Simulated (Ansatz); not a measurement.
The cell is built on a prototype and need not be the phase stable at ambient conditions.

By PBEsol, the system below comes out a metal.

Without scattering a metal conducts by its projected Fermi surface.

Consider the following.

```
CELL_PARAMETERS angstrom
      4.14552     0.00000     0.00000
      0.00000     4.87027     0.00000
      2.07276     0.00000     3.59012
ATOMIC_POSITIONS crystal
  B  0.33333 0.75000 0.33333
  B  0.66667 0.25000 0.66667
  Re 0.00000 0.00000 0.00000
  Re 0.00000 0.50000 0.00000
  Re 0.33333 0.25000 0.33333
  Re 0.66667 0.75000 0.66667
```

Space group of this cell: P6_3/mmc. The cell was relaxed by PBE-D3(BJ); by PBEsol its mean pressure is -1.6 GPa.

The current flows along the normal of the first two printed cell vectors. No spin-orbit coupling; the value is a mean over 0.1 eV about the Fermi level.

Problem. Predict the ballistic conductance per area from Ansatz (a quantum-chemistry and plane-wave program) with PBEsol.

Solution. 0.96 × 10¹⁵ S/m² for both spins.
